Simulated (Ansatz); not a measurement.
We consider SrBr₂ (Pnma, No. 62; cell taken from a computed entry), described by r²SCAN-D4 (Ansatz, a quantum-chemistry and plane-wave program, PAW).

Settings: plane-wave cutoff 500 eV, 4×8×6 k mesh (along the axes of the cell as run), gaussian smearing 0.02 eV, scalar-relativistic PAW data made under PBE.

Computed at the level's own relaxed cell.

### Question
Predict the equilibrium volume per atom and band gap.

### Answer

- equilibrium volume per atom: 34.58 Å³/atom
- band gap: 5.17 eV (on the SCF k mesh)

Note: the relaxation could not lower the start's symmetry, so the cell can be a saddle point above a distorted one.

Spin–orbit coupling is not included.
